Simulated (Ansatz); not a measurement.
The parent structure is Sr in the fcc (Cu type) structure (space group Fm-3m, No. 225; a = 5.9225 Å). Axes: x, y, z lie along the cube axes.

Calculations: PBEsol/PAW in Ansatz (a program for electronic structure), no spin-orbit coupling.

Before the change:

The pressure is 0.0 GPa and the band gap is zero. The shortest interatomic distance is 4.188 Å.

Perturbation: the cell is stretched by 2.50 % along z with no lateral relaxation, atoms relaxed at fixed cell.

Q: What happens to the energy relative to the base, pressure, band gap and shortest interatomic distance?

A: The energy grows by 1.6 meV/atom; the pressure (mean of the normal stresses, compression positive) goes from zero to -0.3 GPa; the band gap stays zero; the shortest interatomic distance is still 4.188 Å.

The cells carry an imposed strain or load. Whether these cells are dynamically stable was not tested.
